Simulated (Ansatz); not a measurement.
BaSiO3 (P2₁2₁2₁, No. 19; cell taken from a computed entry), treated with r²SCAN in Ansatz (PAW).

Run with plane-wave cutoff 500 eV, 8×8×4 k mesh (along the axes of the cell as run), Fermi–Dirac smearing 0.05 eV, scalar-relativistic PAW data made under PBE.

Computed at the level's own relaxed cell.

Q: What does this level give for the equilibrium volume per atom and band gap?

A: 
* **equilibrium volume per atom**: 16.08 Å³/atom
* **band gap**: 5.36 eV (on the SCF k mesh)

Note: the relaxation could not lower the start's symmetry, so the cell can be a saddle point above a distorted one.

Spin–orbit coupling is not included.

Static lattice: no zero-point or thermal effects.

Ansatz is an electronic-structure program.
